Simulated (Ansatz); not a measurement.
An Ansatz (an electronic-structure program) input (r2SCAN (Ansatz, PAW, spin-orbit coupling left out)):

Ansatz 0.2 input:
```yaml
crystal:
  lattice:
    - [3.6176599427, 0, 0]
    - [1.8088299713, 3.1329854126, 0]
    - [1.8088299713, -1.0443284709, 3.0290565061]
  atoms:
    - { symbol: Mg, position: [0, 0, 0] }
    - { symbol: S, position: [0, 0.5, 0.5] }
basis: { ecutwfc: 500, ecutrho_ratio: 4, xc_grid: 4, fft_grid_basis: typed }
kpoints: { mp_grid: { grid: [11, 11, 11] } }
hamiltonian:
  xc: r2scan
  dispersion: none
  pseudopotentials: { kind: paw }
scf: { occupations: { method: fermi_dirac, width: 0.05 } }
relax: { f_tol: 0.005, max_steps: 50, cell: { stress_tol: 0.01, fix: [a, b, gamma] } }
output: { forces: true, stress: true }
checkpoint: { write: state.ck, write_every: 1000 }
```

Problem. Which symmetry and how many k-points will the program report, and about how many plane waves at Γ?

Solution. Space group R-3m (ITA 166) with 12 operations, k-points 146 of 1331, and 881 plane waves at Γ.

Problem. And the final pressure?

Solution. 2.13 GPa (compression positive).

The cells carry an imposed strain or load. No phonon test of stability was made. The cell was made from MgS in the rock salt structure (space group Fm-3m, No. 225) by this change: biaxial strain −1.67 %, plane normal [111], relaxed out of plane.
